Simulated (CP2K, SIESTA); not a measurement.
A SIESTA input for a self-consistent single point of Al (Fm-3m, 1 atom in the cell) (DFT, GGA PBE, numerical atomic orbitals DZP, PseudoDojo PBE standard norm-conserving potentials (rewritten from UPF to PSML)):

```
# files in the folder: Al.psml (PseudoDojo PBE standard)
SystemName  Al
SystemLabel siesta

NumberOfAtoms                1
NumberOfSpecies              1
%block ChemicalSpeciesLabel
  1 13 Al
%endblock ChemicalSpeciesLabel
LatticeConstant              1.0 Ang
%block LatticeVectors
     0.000000000    2.002725000    2.002725000
     2.002725000    0.000000000    2.002725000
     2.002725000    2.002725000    0.000000000
%endblock LatticeVectors
AtomicCoordinatesFormat      ScaledCartesian
%block AtomicCoordinatesAndAtomicSpecies
     0.000000000    0.000000000    0.000000000  1
%endblock AtomicCoordinatesAndAtomicSpecies

XC.functional                GGA
XC.authors                   PBE
PAO.BasisSize                DZP
PAO.EnergyShift              0.01 Ry
MeshCutoff                   400 Ry
%block kgrid.MonkhorstPack
   14   0   0  0.0
    0  14   0  0.0
    0   0  14  0.0
%endblock kgrid.MonkhorstPack
OccupationFunction           FD
ElectronicTemperature        1160.45 K

MaxSCFIterations             150
SCF.Mixer.Method             Pulay
SCF.Mixer.Weight             0.25
SCF.Mixer.History            6
SCF.DM.Tolerance             1.0E-05
Diag.ParallelOverK           true
WriteForces                  true
Charge.Mulliken              end
```

Give the CP2K input for the same structure, mesh, smearing and functional.

One input that does it (others would too):

```
&GLOBAL
  PROJECT calc
  RUN_TYPE ENERGY_FORCE
  PRINT_LEVEL LOW
&END GLOBAL
&FORCE_EVAL
  METHOD Quickstep
  STRESS_TENSOR ANALYTICAL
  &DFT
    BASIS_SET_FILE_NAME BASIS_MOLOPT
    POTENTIAL_FILE_NAME GTH_POTENTIALS
    &QS
      METHOD GPW
      EPS_DEFAULT 1E-10
    &END QS
    &MGRID
      CUTOFF 400
      REL_CUTOFF 50
      NGRIDS 5
    &END MGRID
    &SCF
      SCF_GUESS ATOMIC
      EPS_SCF 1E-7
      MAX_SCF 100
      ADDED_MOS 4
      &DIAGONALIZATION
        ALGORITHM STANDARD
      &END DIAGONALIZATION
      &MIXING
        METHOD BROYDEN_MIXING
        ALPHA 0.3
        NBUFFER 8
        BETA 1
      &END MIXING
      &SMEAR ON
        METHOD FERMI_DIRAC
        ELECTRONIC_TEMPERATURE [K] 1160.45
      &END SMEAR
    &END SCF
    &KPOINTS
      SCHEME MONKHORST-PACK 14 14 14
      GAMMA_CENTERED T
    &END KPOINTS
    &XC
      &XC_FUNCTIONAL PBE
      &END XC_FUNCTIONAL
    &END XC
    &PRINT
      &MO
        EIGENVALUES T
        OCCUPATION_NUMBERS T
        NDIGITS 8
        FILENAME mo
        &EACH
          QS_SCF 0
        &END EACH
        ADD_LAST NUMERIC
      &END MO
      &MULLIKEN OFF
      &END MULLIKEN
    &END PRINT
  &END DFT
  &SUBSYS
    &CELL
      A 2.83228100 0.00000000 0.00000000
      B 1.41614000 2.45282700 0.00000000
      C 1.41614000 0.81760900 2.31254800
      PERIODIC XYZ
    &END CELL
    &COORD
      SCALED
      Al       0.00000000     0.00000000     0.00000000
    &END COORD
    &KIND Al
      BASIS_SET DZVP-MOLOPT-SR-GTH-q3
      POTENTIAL GTH-PBE-q3
    &END KIND
  &END SUBSYS
  &PRINT
    &FORCES ON
    &END FORCES
    &STRESS_TENSOR ON
    &END STRESS_TENSOR
  &END PRINT
&END FORCE_EVAL
```

Basis settings and potentials, where a program has them, do not carry over. This input uses DFT PBE, GPW, DZVP-MOLOPT-SR-GTH basis, GTH-PBE potentials (GTH_POTENTIALS). Both were run: pressure 1.70 GPa in SIESTA and 1.56 in CP2K.

On SIESTA: the starting cell has typed, rounded lattice constants, without a prior relaxation at this level. Its lattice was rescaled by a random factor within 2.5 % of one. Values carry the incompleteness of an atom-centred basis.

On CP2K: the starting cell has typed, rounded lattice constants, without a prior relaxation at this level. Its lattice was rescaled by a random factor within 2.5 % of one. Values carry the incompleteness of an atom-centred basis.
